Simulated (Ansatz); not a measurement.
**Pressure series in Sn**

The parent structure is Sn (space group I4_1/amd, No. 141; a = 5.8329 Å, c = 3.1581 Å).

Cell and atoms are relaxed at each pressure.

Level of theory: plane-wave PAW DFT at the PBEsol level (Ansatz, a quantum-chemistry and plane-wave program, 420 eV), no SOC.

Notes on the quantities. enthalpy: H = E + PV relative to the base's energy.

```tsv
case	enthalpy	lattice parameter a
base	–	5.833 Å
pressure −2 GPa	-0.34 eV/atom	5.911 Å
pressure −1 GPa	-0.17 eV/atom	5.871 Å
pressure 0.9 GPa	+0.15 eV/atom	5.803 Å
pressure 2.1 GPa	+0.35 eV/atom	5.766 Å
pressure 4.5 GPa	+0.73 eV/atom	5.702 Å
pressure 9 GPa	+1.41 eV/atom	5.605 Å
pressure 15 GPa	+2.28 eV/atom	5.505 Å
pressure 22.5 GPa	+3.31 eV/atom	5.406 Å
pressure 30 GPa	+4.28 eV/atom	5.327 Å
```

Load acts through the strain it causes; cell and atoms are relaxed under it. Whether these cells are dynamically stable was not tested. Measured, Sn leaves this structure (for a body-centred tetragonal phase) near 8 GPa (temperature not stated; as listed in Olga Degtyareva, NATO science for peace and security series. B, Physics and biophysics (2010)).
